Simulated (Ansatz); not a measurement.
# Effect of biaxial strain +1.25 %, plane normal [111], relaxed out of plane on BN

Consider BN in the zinc blende structure (space group F-43m, No. 216; a = 3.610 Å). Axes: x, y, z lie along the cube axes.

Perturbation: biaxial strain +1.25 %, plane normal [111], relaxed out of plane (Cartesian); in-plane vectors clamped, the third vector and the atoms free.

All numbers come from r2SCAN (Ansatz, a program for electronic structure, PAW, scalar-relativistic without spin-orbit coupling). Γ-centred 16×16×16 mesh, Fermi–Dirac width 0.05 eV.

| quantity | base | changed | shift |
|---|---|---|---|
| volume per atom | 5.88 Å³ | 6.02 Å³ | +0.14 Å³ |
| space group | F-43m (No. 216) | R3m (No. 160) | – |
| energy relative to the base (free energy F) | 0 meV/atom | +6.0 meV/atom | +6.0 meV/atom |
| band gap | 5.00 eV | 4.93 eV | -0.07 eV |
| gap character | – | indirect, Γ → F | – |
| smallest direct gap | 9.59 eV | 9.31 eV | -0.28 eV |
| hole mass | – | 0.25 mₑ out of plane, 1.2 mₑ in plane (at Γ) | – |
| valence-band top at Γ (three highest levels, from the VBM) | 0.00, 0.00, 0.00 eV | 0.00, -0.05, -0.05 eV | – |
| out-of-plane strain | – | -0.20 % | – |
| ratio −ε⊥/ε∥ | – | 0.16 | – |

Final structure (turned so that z lies along the plane normal):

```
BN
1.0
    2.58437     0.00000     0.00000
    1.29218     2.23813     0.00000
    1.29218    -0.74604     2.08000
B N
1 1
Direct
  0.00003   0.99998   0.99995
  0.49997   0.25002   0.75005
```

Effective masses come from finite differences of ±0.01 Å⁻¹. Whether these cells are dynamically stable was not tested. k-point labels follow each cell's own Brillouin zone.
